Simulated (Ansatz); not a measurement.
```xyz
4
Lattice="4.5255 0.0000 0.0000 -2.2627 3.9192 0.0000 0.0000 0.0000 7.4243" Properties=species:S:1:pos:R:3 pbc="T T T"
Cd     2.2627     1.3064     7.4221
Cd     0.0000     2.6128     3.7100
Te     2.2627     1.3064     4.6438
Te     0.0000     2.6128     0.9317
```

Relaxed-ion tensors in this frame from DFT at the LDA level (Ansatz, a program for electronic structure). Proper piezoelectric stress tensor e (C/m²):

```
 0.00   0.00   0.00   0.00   0.04   0.00
 0.00   0.00   0.00   0.04   0.00   0.00
 0.08   0.08  -0.06   0.00   0.00   0.00
```

Stiffness C (GPa):

```
66.9  38.2  31.2   0.0   0.0   0.0
38.2  66.9  31.2   0.0   0.0   0.0
31.2  31.2  78.1   0.0   0.0   0.0
 0.0   0.0   0.0  12.4   0.0   0.0
 0.0   0.0   0.0   0.0  12.4   0.0
 0.0   0.0   0.0   0.0   0.0  14.3
```

The cell was generated from a structure type, relaxed within its symmetry, and need not be the phase found at ambient conditions. Spin-orbit coupling is not included.

**Question.** Obtain the piezoelectric strain tensor d.

**Answer.** d = e S with S = C⁻¹, in pC/N:

```
 0.0   0.0   0.0   0.0   3.2   0.0
 0.0   0.0   0.0   3.2   0.0   0.0
 1.3   1.3  -1.8   0.0   0.0   0.0
```
Away from Γ the polar cell without biaxial strain shows no imaginary mode on a 2×2×2 mesh.
